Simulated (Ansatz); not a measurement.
Worked example: self-consistent single point of Zr₂Al (I4/mcm, 6 atoms in the cell) in Ansatz (a program for electronic structure).

Computed with PBEsol, PAW files made with PBE (plane waves; Ansatz).

The change in words: lattice scaled by 0.98. Reference geometry:
```
CELL_PARAMETERS angstrom
     -3.40325     3.40325     2.67265
      3.40325    -3.40325     2.67265
      3.40325     3.40325    -2.67265
ATOMIC_POSITIONS crystal
  Zr 0.34860 0.15140 0.50000
  Zr 0.65140 0.84860 0.50000
  Zr 0.15140 0.65140 0.80280
  Zr 0.84860 0.34860 0.19720
  Al 0.25000 0.25000 0.00000
  Al 0.75000 0.75000 0.00000
```

Reference input (self-consistent single point, DFT, PBEsol, plane waves, PAW files made with PBE): kpoints.mp_grid.grid = 5 5 5; hamiltonian.xc = pbesol; hamiltonian.pseudopotentials = {kind: paw} (the program's default PAW files); scf.occupations.method = gaussian; scf.occupations.width = 0.1 eV. This run's input differs from it in these lines:

```diff
@@ -3,5 +3,5 @@
   lattice:
-    - [-3.403247, 3.403247, 2.672653]
-    - [3.403247, -3.403247, 2.672653]
-    - [3.403247, 3.403247, -2.672653]
+    - [-3.335182, 3.335182, 2.619200]
+    - [3.335182, -3.335182, 2.619200]
+    - [3.335182, 3.335182, -2.619200]
   atoms:
```

Output (repeated stretches shortened):

```
SCF iter   1: F=—  HF=-17566.100660 eV  |F-HF|=—  |Δ(HF+E_count)|=         —  Δρ=2.91e-2  dr2=1.33e0  ethr=3.10e-3  ⟨swp⟩=5.9  Hψ=2520  notcnv=0
all-band conjugate gradients solve this SCF's bands
preconditioner: auto → Kerker (q_TF=auto, 2.400 Å⁻¹)
SCF iter   2: F=—  HF=-17565.675549 eV  |F-HF|=—  |Δ(HF+E_count)|=   4.25e-1  Δρ=1.65e-2  dr2=3.81e-1  ethr=2.46e-3  ⟨swp⟩=2.6  Hψ=949  notcnv=0  defer=20
   [... lines left out ...]
SCF iter   4: F=—  HF=-17565.520185 eV  |F-HF|=—  |Δ(HF+E_count)|=   4.20e-3  Δρ=4.17e-4  dr2=2.52e-4  ethr=2.54e-5  ⟨swp⟩=2.1  Hψ=788  notcnv=0  defer=20
SCF iter   5: F=—  HF=-17565.520073 eV  |F-HF|=—  |Δ(HF+E_count)|=   1.12e-4  Δρ=6.94e-5  dr2=4.28e-6  ethr=4.66e-7  ⟨swp⟩=2.1  Hψ=1055  notcnv=0  defer=20
SCF iter   6: F=—  HF=-17565.520082 eV  |F-HF|=—  |Δ(HF+E_count)|=   9.38e-6  Δρ=1.04e-5  dr2=1.25e-7  ethr=7.93e-9  ⟨swp⟩=2.6  Hψ=1092  notcnv=0  defer=20
SCF iter   7: F=-17565.520082 eV  HF=-17565.520082 eV  |F-HF|=1.49e-9  |Δ(HF+E_count)|=   3.01e-8  Δρ=1.63e-6  dr2=3.35e-9  ethr=1.85e-10  ⟨swp⟩=9.4  Hψ=2164  notcnv=0
SCF 1 converged in 7 iterations: F = -17565.520082 eV  dr2 = 3.35e-9
Free energy (F): -17565.520082 eV
Internal energy: -17565.485504 eV  (E = F + TS)
E sigma→0 (E₀):  -17565.502793 eV
Entropy (-TS):   -0.034578 eV (-5.763 meV/atom)
Fermi energy:    12.678476 eV
--- Forces (eV/Å), atoms counted from 1 ---
  atom   1  Zr    -0.05548393     0.05548393    -0.00000000
  atom   2  Zr     0.05548393    -0.05548393     0.00000000
  atom   3  Zr    -0.05548393    -0.05548393     0.00000000
  atom   4  Zr     0.05548393     0.05548393    -0.00000000
  atom   5  Al    -0.00000000    -0.00000000    -0.00000000
  atom   6  Al     0.00000000    -0.00000000     0.00000000
--- Stress (GPa, compression-positive) ---
        5.523170      -0.000000      -0.000000
       -0.000000       5.523170       0.000000
       -0.000000       0.000000       5.397124
  P = ⅓ Tr σ = 5.4812 GPa (54.812 kbar)
  The stress holds the Pulay correction. Without it, at fixed plane waves, as pw.x and ABINIT print it: P = 5.4702 GPa
```

The run converged in 7 iterations. Against the reference run the free energy rises by 15.0 meV/atom, the pressure goes from -1.24 to 5.48 GPa and the largest force goes from 0.000 to 0.078 eV/Å.

The starting cell comes from a database of computed structures (which also holds hypothetical and non-ambient phases and stackings), without a prior relaxation at this level. Its lattice was rescaled by a random factor within 2.5 % of one. For this run, on top of that: lattice scaled by 0.98. With a pressure of about 5 GPa the cell is away from its equilibrium volume at this level. Ansatz's pressure includes its estimate of the finite-basis (Pulay) stress.

Keys are those of Ansatz 0.2.
